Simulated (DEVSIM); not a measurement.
System: abrupt GaSb n-p junction, at 300 K.

Layer 1 from the left is GaSb, thickness (μm) 3.60, Nd (cm⁻³) 7.4e16, τn (s) 2.7e-9, τp (s) 2.7e-9. Layer 2 from the left is GaSb, thickness (μm) 13.0, Na (cm⁻³) 1.3e17, τn (s) 2.7e-9, τp (s) 2.7e-9.

Left contact: ohmic. Right contact: ohmic. Voltage is applied to the left contact. Recombination: SRH at mid-gap, Auger. Mobility is constant in doping.

Constants are typed, rounded textbook-type inputs, not results; the design itself was drawn at random and stands for no fabricated device. Values at 300 K.

GaSb: gap (eV) 0.726, affinity (eV) 4.06, permittivity 15.7, Nc (cm⁻³) 2.1e17, Nv (cm⁻³) 1.8e19, μn (cm²/Vs) 5000, μp (cm²/Vs) 850, Cn (cm⁶/s) 5e-30, Cp (cm⁶/s) 5e-30.

Simulated with DEVSIM: 1D drift-diffusion, Boltzmann statistics, complete ionisation; no tunnelling, impact ionisation, image-force lowering or self-heating.

Dark forward current:

```tsv
|V| (V)	|J| (A/cm²)
0.05	0.0001192
0.10	0.0004617
0.15	0.001627
0.20	0.006363
0.25	0.02963
0.30	0.1630
0.35	1.001
0.40	6.465
0.45	40.30
0.50	196.5
0.55	612.6
0.60	1348
0.65	2438
```

Q: Work out the local ideality factor n = ΔV / (kT/q · ln(J2/J1)) between the rows 0.15 and 0.20 V, 0.35 and 0.40 V, 0.60 and 0.65 V.

A: kT/q = 25.85 mV. From 0.15 to 0.20 V: ln(0.006363/0.001627) = 1.364, n = 1.42. From 0.35 to 0.40 V: ln(6.465/1.001) = 1.865, n = 1.04, near the 1 of diffusion or emission over a barrier. From 0.60 to 0.65 V: ln(2438/1348) = 0.593, n = 3.26.

Q: Estimate the current at 0.40 V from the Shockley equation with J0 = Σ q ni² D/(N L) coth(W/L), τ joining the SRH, radiative and Auger lifetimes that are on, and W taken as the whole layer.

A: ni² = 2.40e24 cm⁻⁶; holes in the n layer: μ = 850 cm²/Vs, D = 22.0 cm²/s, τ = 2.70e-9 s, L = 2.44 μm, W/L = 1.5, term 5.20e-7 A/cm²; electrons in the p layer: μ = 5000 cm²/Vs, D = 129 cm²/s, τ = 2.70e-9 s, L = 5.91 μm, W/L = 2.2, term 6.63e-7 A/cm². J0 = 1.18e-6 A/cm², and J = J0 exp(qV/kT) = 6.22 A/cm². The simulation gives 6.46 A/cm²; the estimate lies 3.9 % below. The estimate leaves out recombination in the depletion region and that region's share of W.
